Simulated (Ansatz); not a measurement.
Base system: BaTiO$_{3}$ in the cubic perovskite structure (space group Pm-3m, No. 221; a = 3.9346 Å). Axes: x, y, z lie along the cube axes.

Level of theory: LDA in Ansatz (plane waves to 420 eV, PAW, scalar-relativistic without spin-orbit coupling).

Perturbation: the cell is stretched by 2.40 % along z with no lateral relaxation; the atoms relax in the strained cell.

Problem. Predict the stress tensor and what it implies for the stiffness.

Solution. Stress of the strained cell less that of the base (GPa, compression positive):
```
  -2.67    0.00    0.00
   0.00   -2.67    0.00
   0.00    0.00   -7.42
```

Then −Δσ_ii/ε with ε = 0.0240 gives secant stiffness values (nonlinear terms included at this strain): C33 ≈ 309 GPa, C13 ≈ 111 GPa and C23 ≈ 111 GPa.

As a check, the harmonic strain energy −½ V₀ Δσ:ε is 6.8 meV/atom; the computed energy rise is 7.1 meV/atom.

Whether these cells are dynamically stable was not tested. The final runs are not spin-polarised. Many cubic perovskites are stable only at high temperature; tilts and polar distortions were not tested. This is not the structure that BaTiO3 has at room temperature and ambient pressure.

Ansatz is a program for electronic structure.
